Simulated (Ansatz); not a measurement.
The reference is Ru in the hcp (Mg type) structure (space group P6_3/mmc, No. 194; a = 2.7043 Å, c = 4.2629 Å; relaxed with 0.1 eV smearing). Axes: x lies along a and z along c of the hexagonal cell.

The values are results of Ansatz (a program for electronic structure) r2SCAN, no spin-orbit coupling, not measurements.

The change: an isotropic linear strain of +1.50 %; the atoms relax in the strained cell.

**Question.** Predict the stress tensor and what it implies for the stiffness.

**Answer.** Stress of the strained cell less that of the base (GPa, compression positive):
```
  -13.2     0.0     0.0
    0.0   -13.2     0.0
    0.0     0.0   -14.1
```

Then B = −ΔP/(ΔV/V₀) with ΔV/V₀ = 0.0457 gives secant stiffness values (nonlinear terms included at this strain): B (at held cell shape, above the free-shape value) ≈ 296 GPa.

As a check, the harmonic strain energy −½ V₀ Δσ:ε is 26 meV/atom; the computed energy rise is 27 meV/atom.

Whether these cells are dynamically stable was not tested. All final runs are without spin polarisation.
